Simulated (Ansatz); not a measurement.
Consider the energy of the reaction as written. Reaction: 32 HfO2 (P2₁/c) + 36 Ti (hcp) → cell A + cell B. A negative value means that the right-hand side lies lower.

Cell A: a supercell of 96 sites of HfO2 (P2₁/c) with one empty O site amid 4 Hf; spin state with PBE: run without spin, k-point mesh 2×2×2.
```
CELL_PARAMETERS angstrom
     10.32221     0.00000    -0.01022
      0.00000    10.42374     0.00000
     -1.78579     0.00000    10.55442
ATOMIC_POSITIONS crystal
  Hf 0.13831 0.22879 0.35418
  Hf 0.36210 0.27113 0.14563
  Hf 0.36249 0.47815 0.39563
  Hf 0.13789 0.02135 0.10441
  O  0.22501 0.37330 0.48844
  O  0.27542 0.12840 0.01177
  O  0.27577 0.12177 0.26196
  O  0.22462 0.37867 0.23793
  O  0.03375 0.16424 0.17451
  O  0.46650 0.33522 0.32559
  O  0.46657 0.41392 0.07547
  O  0.03440 0.08484 0.42395
  Hf 0.13791 0.22887 0.85426
  Hf 0.36207 0.27198 0.64606
  Hf 0.36211 0.47819 0.89580
  Hf 0.13737 0.02202 0.60471
  O  0.22472 0.37124 0.98837
  O  0.27510 0.12853 0.51184
  O  0.27547 0.12155 0.76189
  O  0.22517 0.37833 0.73889
  O  0.03366 0.16413 0.67416
  O  0.46688 0.33590 0.82584
  O  0.46619 0.41469 0.57572
  O  0.03344 0.08584 0.92429
  Hf 0.13762 0.72816 0.35560
  Hf 0.36214 0.77200 0.14628
  Hf 0.36312 0.97833 0.39593
  Hf 0.13718 0.52145 0.10449
  O  0.22774 0.86578 0.48924
  O  0.27528 0.62848 0.01227
  O  0.27571 0.62223 0.26647
  O  0.22504 0.87932 0.23845
  O  0.03302 0.66348 0.17373
  O  0.46734 0.83669 0.32522
  O  0.46628 0.91407 0.07570
  O  0.03538 0.58561 0.42473
  Hf 0.13737 0.72869 0.85377
  Hf 0.36061 0.77150 0.64542
  Hf 0.36179 0.97857 0.89581
  Hf 0.13915 0.52329 0.60452
  O  0.22433 0.87130 0.98829
  O  0.27557 0.62121 0.75869
  O  0.22386 0.87900 0.73834
  O  0.03292 0.66442 0.67447
  O  0.46531 0.83494 0.82625
  O  0.46659 0.91491 0.57590
  O  0.03354 0.58563 0.92408
  Hf 0.63833 0.22863 0.35405
  Hf 0.86217 0.27127 0.14555
  Hf 0.86329 0.47813 0.39623
  Hf 0.63786 0.02124 0.10409
  O  0.72358 0.37205 0.48789
  O  0.77541 0.12842 0.01164
  O  0.77571 0.12132 0.26149
  O  0.72504 0.37844 0.23824
  O  0.53373 0.16414 0.17405
  O  0.96702 0.33591 0.32517
  O  0.96669 0.41365 0.07499
  O  0.53383 0.08585 0.42404
  Hf 0.63798 0.22838 0.85405
  Hf 0.86217 0.27215 0.64535
  Hf 0.86194 0.47863 0.89541
  Hf 0.63784 0.02169 0.60423
  O  0.72476 0.37127 0.98818
  O  0.77563 0.12904 0.51147
  O  0.77549 0.12134 0.76167
  O  0.72462 0.37877 0.73814
  O  0.53357 0.16470 0.67418
  O  0.96651 0.33601 0.82521
  O  0.96628 0.41338 0.57426
  O  0.53353 0.08546 0.92405
  Hf 0.63819 0.72856 0.35417
  Hf 0.86224 0.77116 0.14586
  Hf 0.86208 0.97854 0.39566
  Hf 0.63787 0.52140 0.10418
  O  0.72459 0.87168 0.48834
  O  0.77507 0.62844 0.01143
  O  0.77537 0.62124 0.26163
  O  0.72413 0.87854 0.23806
  O  0.53299 0.66353 0.17485
  O  0.96521 0.83516 0.32627
  O  0.96636 0.91433 0.07602
  O  0.53193 0.58755 0.42534
  Hf 0.63694 0.72864 0.85385
  Hf 0.86181 0.77173 0.64573
  Hf 0.86203 0.97863 0.89593
  Hf 0.63761 0.52194 0.60413
  O  0.72442 0.87122 0.98816
  O  0.77528 0.62877 0.51139
  O  0.77468 0.62163 0.76136
  O  0.72435 0.87863 0.73835
  O  0.53204 0.66405 0.67375
  O  0.96635 0.83568 0.82598
  O  0.96654 0.91443 0.57592
  O  0.53314 0.58579 0.92438
```

Cell B: a supercell of 36 sites of Ti (hcp, P6₃/mmc) with O off the lattice sites (6 Ti at 2.08 Å); spin state with PBE: run without spin, k-point mesh 5×5×4.
```xyz
37
Lattice="8.8196 0.0000 0.0000 -4.4098 7.6380 0.0000 0.0000 0.0000 9.3075" Properties=species:S:1:pos:R:3 pbc="T T T"
Ti     0.0046     1.7000     1.1718
Ti     1.4699     0.8583     3.4931
Ti    -0.0035     1.6953     5.8144
Ti     1.4699     0.8625     8.1223
Ti    -1.4670     4.2416     1.2010
Ti     0.0083     3.3898     3.4931
Ti    -1.4599     4.2375     5.8207
Ti     0.0120     3.3877     8.1223
Ti    -2.9399     6.7927     1.2010
Ti    -1.4599     5.9464     3.4868
Ti    -2.9399     6.8009     5.8207
Ti    -1.4670     5.9423     8.1065
Ti     2.9352     1.7000     1.1718
Ti     4.4063     0.8507     3.4931
Ti     2.9434     1.6953     5.8144
Ti     4.4144     0.8460     8.1357
Ti     1.4699     4.2379     1.1718
Ti     2.9315     3.3898     3.4931
Ti     1.4699     4.2474     5.8144
Ti     2.9278     3.3877     8.1223
Ti     0.0120     6.7962     1.1852
Ti     1.4699     5.9366     3.4931
Ti     0.0083     6.7941     5.8145
Ti     1.4699     5.9460     8.1357
Ti     5.8797     1.6834     1.1852
Ti     7.3532     0.8507     3.4931
Ti     5.8797     1.6877     5.8145
Ti     7.3450     0.8460     8.1357
Ti     4.4068     4.2416     1.2010
Ti     5.8797     3.3831     3.4868
Ti     4.3998     4.2375     5.8207
Ti     5.8797     3.3912     8.1065
Ti     2.9278     6.7962     1.1852
Ti     4.3998     5.9464     3.4868
Ti     2.9315     6.7941     5.8145
Ti     4.4068     5.9423     8.1065
O     -2.9399     5.0920     0.0000
```

Reference: HfO2 (P2₁/c), 96 atoms in the cell, the relaxed perfect crystal repeated, atoms not moved again, k-point mesh 2×2×2 on the run's own vectors.

Reference: Ti (hcp, P6₃/mmc), 36 atoms in the cell, the relaxed perfect crystal repeated, atoms not moved again; spin state with PBE: run without spin, k-point mesh 5×5×4 on the run's own vectors.

Computed with Ansatz (plane waves, PAW), its default PAW set, cutoff 420 eV, 500 eV for r2SCAN. The structures are at rest with PBE, within the held lattices; other levels are single points on them. Neutral cells; Fermi-Dirac smearing of at most 0.10 eV in the solids, energies taken to zero width. The lattices are those relaxed with PBE, so at other levels the solids can be strained, which adds to the spread. Larger cells are relaxed from a start prepared with the learned potential CHGNet, on a coarser mesh till forces fall under 0.03 eV/Å, which some starts already meet. A dispersion term (D3(BJ), or D4 for r2SCAN) was computed beside these levels and is taken off wherever the name lacks it. The PAW files were made for PBE and serve at the other functionals too. Space groups of crystals are read within 0.01 Å. Nuclei at rest; no vibrational terms. No structure search was made; lower ones may exist. The runs are scalar-relativistic, without spin-orbit coupling. No correction for cell size. Cell B has symmetry P-3m1 within 0.02 Å and got no random move, so less symmetric positions, which may lie lower, weren't tried.

Task: Predict the value from r2SCAN.

Result: 0.69 eV, for 32 HfO2 (P2₁/c) + 36 Ti (hcp) → cell A + cell B.

Task: How does the value move with the functional?

Result: 
```tsv
Method	value (eV)	less r2SCAN
PBE	0.64	-0.05
```

The levels shown span only 0.05 eV, too little to tell them apart.

Ansatz is a first-principles code.
